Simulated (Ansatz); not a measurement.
# A self-consistent single point of TiAl (P4/mmm, 2 atoms in the cell) with Ansatz

Method: PBE (plane waves, PAW; Ansatz, a quantum-chemistry and plane-wave program).

The input file:

Ansatz 0.2 input:
```yaml
# TiAl
crystal:
  lattice:
    - [2.844150, 0.000000, 0.000000]
    - [0.000000, 2.844150, 0.000000]
    - [0.000000, 0.000000, 4.090350]
  atoms:
    - { symbol: Ti, position: [0.000000, 0.000000, 0.000000] }
    - { symbol: Al, position: [0.500000, 0.500000, 0.500000] }
basis:
  ecutwfc: 420.0
kpoints:
  mp_grid: { grid: [12, 12, 8] }
hamiltonian:
  xc: pbe
  pseudopotentials: { kind: paw }
scf:
  occupations: { method: gaussian, width: 0.1 }
output:
  forces: true
  eigenvalues: true
  stress: true
```

Log, with long lists cut:

```
WARN ansatz: RAYON_NUM_THREADS=1 ignored (pool sized by the plan → 1); use --threads N
Pseudopotentials: kind: paw
Pseudopotential: Ti, paw, valence charge 12
Pseudopotential: Al, paw, valence charge 3
Crystal: 2 atoms, lattice volume = 33.088 Å³
Basis set: ecut = 420 eV, 673 PW (Γ), exchange–correlation on 40×40×60 points (8 copies of the dense FFT grid, shifted against one another)
Bands: 12, of which v1, the nominal top of the filled ones, is band 8 counted from 1 (7 counted from 0)
Symmetry: 16 space group operations
Space group: P4/mmm (ITA 123), of the structure as read, at distance tolerance 3.2e-5 Å
k-points: 140 of 1152
Initial density: superposition of atomic densities (neutral atoms: chi_scale 0, normalization atom), corrected by the library's trained network
Initial wavefunctions: pseudopotential atomic-orbital guess
Eigensolver: davidson
Functional: x = pbe(κ = 0.804, μ = 0.2195149727645171), c = pbe(β = 0.06672455060314922)
SCF iter   1: F=—  HF=-3037.982837 eV  |F-HF|=—  |Δ(HF+E_count)|=         —  Δρ=2.91e-3  dr2=1.67e-3  ethr=1.77e-3  ⟨swp⟩=4.9  Hψ=8453  notcnv=0
all-band conjugate gradients solve this SCF's bands
preconditioner: auto → none
SCF iter   2: F=—  HF=-3037.982657 eV  |F-HF|=—  |Δ(HF+E_count)|=   1.80e-4  Δρ=1.61e-3  dr2=6.59e-4  ethr=1.11e-5  ⟨swp⟩=1.4  Hψ=2914  notcnv=0
SCF iter   3: F=—  HF=-3037.982657 eV  |F-HF|=—  |Δ(HF+E_count)|=   1.02e-7  Δρ=1.10e-4  dr2=1.71e-6  ethr=4.39e-6  ⟨swp⟩=1.9  Hψ=1946  notcnv=0
SCF iter   4: F=—  HF=-3037.982697 eV  |F-HF|=—  |Δ(HF+E_count)|=   4.03e-5  Δρ=2.38e-5  dr2=8.08e-8  ethr=1.14e-8  ⟨swp⟩=2.3  Hψ=2510  notcnv=0
iter 5 did not close the SCF: its close was put off for the readings that it lacked (scf_convergence_deferred on its scf_iter line)
SCF iter   5: F=-3037.982697 eV  HF=-3037.982697 eV  |F-HF|=1.21e-9  |Δ(HF+E_count)|=   6.30e-8  Δρ=2.09e-6  dr2=1.77e-9  ethr=5.39e-10  ⟨swp⟩=2.6  Hψ=2447  notcnv=0
SCF iter   6: F=-3037.982697 eV  HF=-3037.982697 eV  |F-HF|=2.09e-11  |Δ(HF+E_count)|=  4.38e-10  Δρ=2.32e-7  dr2=2.89e-11  ethr=1.18e-11  ⟨swp⟩=1.8  Hψ=4790  notcnv=0
SCF 1 converged in 6 iterations: F = -3037.982697 eV  dr2 = 2.89e-11
SCF converged after 6 iterations
Free energy (F): -3037.982697 eV
Harris-Foulkes:  -3037.982697 eV  (|F-HF|=2.09e-11)
Internal energy: -3037.974735 eV  (E = F + TS)
E sigma→0 (E₀):  -3037.978716 eV
Entropy (-TS):   -0.007963 eV (-3.981 meV/atom)
Fermi energy:    10.710598 eV
--- Per-component energies (eV) ---
  E_band       = -168.784668
  E_kinetic    = 295.640309
  E_local      = -1085.735668  (includes V_loc(G=0)·N_el)
  E_nonlocal   = 19.000227
  E_hartree    = 464.314549
  E_xc         = -137.444485
  E_vxc        = -151.221768  (∫ρ·V_xc dr)
  E_paw        = -1515.421134  (= ΣΔE_a)
  E_vpaw       = -175.096914  (= ΣTr[D̂ρ^β])
  E_aug_tail   = 0.000122  (compensation charges beyond the density's cutoff)
  E_ewald      = -1078.328654
  E_smearing   = -0.007963  (= −TS)
  E_closure    = -0.000000  (closes the sum)
  Σ components = -3037.982697   (vs F -3037.982697, Δ=0.00e0)
--- Forces (eV/Å), atoms counted from 1 ---
  atom   1  Ti    -0.00000000    -0.00000000     0.00000000
  atom   2  Al     0.00000000     0.00000000     0.00000000
  max |Σ_I F_I| component: 4.93e-32 eV/Å
--- Stress (GPa, compression-positive) ---
       -2.065777       0.000000       0.000000
        0.000000      -2.065777       0.000000
        0.000000       0.000000      -2.093410
  P = ⅓ Tr σ = -2.0750 GPa (-20.750 kbar)
  The stress holds the Pulay correction. Without it, at fixed plane waves, as pw.x and ABINIT print it: P = -2.1184 GPa
--- Band table (eV; the first three rows and the last of 140) ---
  k-point 0: bands = ["-45.9279", "-22.3265", "-21.9037", "-21.9037", "1.7841", "8.9005", "9.9000", "10.3637", "12.8217", "12.8217", "13.9341", "16.7620"]
  k-point 1: bands = ["-45.9279", "-22.3288", "-21.9037", "-21.9037", "1.9245", "8.2820", "9.9232", "10.6620", "12.7657", "12.7657", "13.9360", "17.2364"]
  k-point 2: bands = ["-45.9277", "-22.3343", "-21.9035", "-21.9035", "2.3238", "7.1422", "9.9805", "11.0352", "12.6383", "12.6383", "13.9407", "18.3788"]
  k-point 139: bands = ["-45.8228", "-22.2839", "-22.2839", "-22.2336", "8.2733", "8.5056", "8.5056", "12.3637", "12.7971", "13.4232", "14.7987", "14.7987"]
```

The run converged in 6 iterations.

The starting cell has typed, rounded lattice constants, without a prior relaxation at this level. Its lattice was rescaled by up to half a per cent. Spin polarisation is off. Ansatz's pressure includes its estimate of the finite-basis (Pulay) stress.
